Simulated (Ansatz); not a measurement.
# Worked sum: formation energy of Pd_Cu in Cu (fcc, Fm-3m)

Consider the formation energy of Pd_Cu in Cu (fcc, Fm-3m). Reaction: 63 Cu (fcc) + Pd (fcc) → cell A.

A: a supercell of 64 sites of Cu (fcc, Fm-3m) with Pd on a Cu site (12 Cu at 2.60 Å); spin state with PBE: run without spin.

Method: Ansatz (a program for electronic structure), PAW, neutral cells at 0 K with nuclei at rest, on structures from PBE. Ansatz runs with its PAW set soft_1. Other levels take these structures. The lattices are those relaxed with PBE, so at other levels the solids can be strained, which adds to the spread. Larger cells are relaxed from a start prepared with the learned potential CHGNet, on a coarser mesh till forces fall under 0.03 eV/Å, which some starts already meet. A dispersion term (D3(BJ), or D4 for r2SCAN) was computed beside these levels and is taken off wherever the name lacks it. Space groups of crystals are read within 0.01 Å. Mesh and cell size may move defect energies by 0.1 eV or more. Cell A has symmetry Fm-3m within 0.02 Å and got no random move, so less symmetric positions, which may lie lower, weren't tried.

Total energies of the cells in eV, at zero smearing width. They compare only within one column; the weights balance every element.

| cell | atoms | weight | r2SCAN | r2SCAN+D4 |
|---|---|---|---|---|
| A: Cu:Pd_Cu | 64 | +1 | -424754.61275 | -424766.88134 |
| Cu (fcc) | 64 | −63/64 | -424399.64151 | -424411.90960 |
| Pd (fcc) | 1 | −1 | -6985.75242 | -6985.91562 |

r2SCAN: (-424754.61275) − 63/64 × (-424399.64151) − (-6985.75242) = -0.463 eV.

r2SCAN+D4: (-424766.88134) − 63/64 × (-424411.90960) − (-6985.91562) = -0.492 eV.
